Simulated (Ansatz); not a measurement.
Input and output of a self-consistent single point for TiZn (P4mm, 2 atoms in the cell) (Ansatz, an electronic-structure program).

Method: PBEsol, default PAW files made with PBE (plane waves; Ansatz).

```
CELL_PARAMETERS angstrom
      3.13312     0.00000     0.00000
      0.00000     3.13312     0.00000
      0.00000     0.00000     3.13312
ATOMIC_POSITIONS crystal
  Ti 0.50000 0.50000 0.51596
  Zn 0.00000 0.00000 0.00000
```

Reference input (self-consistent single point, DFT, PBEsol, plane waves, default PAW files made with PBE): basis.ecutwfc = 420 eV; kpoints.mp_grid.grid = 11 11 11; hamiltonian.xc = pbesol; hamiltonian.pseudopotentials = {kind: paw} (the program's default PAW files); scf.occupations.method = gaussian; scf.occupations.width = 0.1 eV. This run's input differs from it in these lines:

Ansatz 0.2 input:
```diff
@@ -9,3 +9,3 @@
 basis:
-  ecutwfc: 420.0
+  ecutwfc: 630.0
 kpoints:
```

The program printed (abridged):

```
SCF iter   1: F=—  HF=-5755.222714 eV  |F-HF|=—  |Δ(HF+E_count)|=         —  Δρ=7.22e-3  dr2=1.53e-2  ethr=1.77e-3  ⟨swp⟩=5.0  Hψ=10415  notcnv=0
all-band conjugate gradients solve this SCF's bands
preconditioner: auto → none
SCF iter   2: F=—  HF=-5755.218652 eV  |F-HF|=—  |Δ(HF+E_count)|=   4.06e-3  Δρ=2.09e-3  dr2=7.66e-4  ethr=6.39e-5  ⟨swp⟩=2.9  Hψ=4894  notcnv=0
SCF iter   3: F=—  HF=-5755.218601 eV  |F-HF|=—  |Δ(HF+E_count)|=   5.12e-5  Δρ=7.89e-4  dr2=8.14e-5  ethr=3.19e-6  ⟨swp⟩=2.0  Hψ=3071  notcnv=0
SCF iter   4: F=—  HF=-5755.218574 eV  |F-HF|=—  |Δ(HF+E_count)|=   2.64e-5  Δρ=3.30e-4  dr2=1.11e-5  ethr=3.39e-7  ⟨swp⟩=2.0  Hψ=2873  notcnv=0
SCF iter   5: F=—  HF=-5755.218575 eV  |F-HF|=—  |Δ(HF+E_count)|=   7.47e-7  Δρ=5.52e-5  dr2=3.13e-7  ethr=4.62e-8  ⟨swp⟩=2.0  Hψ=2661  notcnv=0
SCF iter   6: F=-5755.218575 eV  HF=-5755.218575 eV  |F-HF|=3.37e-8  |Δ(HF+E_count)|=   8.19e-8  Δρ=9.65e-6  dr2=2.83e-8  ethr=4.17e-10  ⟨swp⟩=6.1  Hψ=10384  notcnv=0
SCF 1 converged in 6 iterations: F = -5755.218575 eV  dr2 = 2.83e-8
Free energy (F): -5755.218575 eV
Internal energy: -5755.216238 eV  (E = F + TS)
E sigma→0 (E₀):  -5755.217406 eV
Entropy (-TS):   -0.002337 eV (-1.169 meV/atom)
Fermi energy:    12.779880 eV
--- Forces (eV/Å), atoms counted from 1 ---
  atom   1  Ti    -0.00000000     0.00000000    -0.24604423
  atom   2  Zn    -0.00000000     0.00000000     0.24606206
--- Stress (GPa, compression-positive) ---
       -3.729605       0.000000      -0.000000
        0.000000      -3.729605       0.000000
       -0.000000       0.000000      -3.804999
  P = ⅓ Tr σ = -3.7547 GPa (-37.547 kbar)
  The stress holds the Pulay correction. Without it, at fixed plane waves, as pw.x and ABINIT print it: P = -3.7648 GPa
```

The run converged in 6 iterations. Against the reference run the free energy falls by 1.1 meV/atom, the pressure hardly changes (-3.74 to -3.75 GPa) and the largest force stays at 0.246 eV/Å.

The starting cell comes from a database of computed structures (which also holds hypothetical and non-ambient phases and stackings), without a prior relaxation at this level. Its lattice was rescaled by up to half a per cent. One atom was moved a little off its site on purpose. Spin polarisation is off. Ansatz's pressure includes its estimate of the finite-basis (Pulay) stress.
